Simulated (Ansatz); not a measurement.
For SiGe (model structure, from the CsCl type, Pm-3m, No. 221), LDA (Ansatz, an electronic-structure program, PAW) gives:

```
Property                   Value
------------------  ------------
lattice constant a       3.182 Å
bulk modulus            88.0 GPa
cohesive energy     4.50 eV/atom
```

What does r²SCAN (plane waves, PAW; Ansatz) give for the same quantities?


- lattice constant a: 3.218 Å (rises by 1.1 %)
- bulk modulus: 77.7 GPa (decreases by 12 %)
- cohesive energy: 3.53 eV/atom (drops by 0.97 eV/atom)

Changes are worked out from the printed values.

Unless a cell is named, each level is at its own relaxed cell (LDA 16.11, r²SCAN 16.66 Å³/atom).

Caveats: the bulk modulus is −V dP/dV from two relaxed cells at ±2 % in volume (LDA, r²SCAN). Ansatz's density-functional and Hartree–Fock values are scalar-relativistic unless marked +SOC, with PAW data made under PBE.

A model structure was made by putting elements into a prototype or built by hand; it is no filed structure, need not be a known phase, and can be a saddle point held by its symmetry.
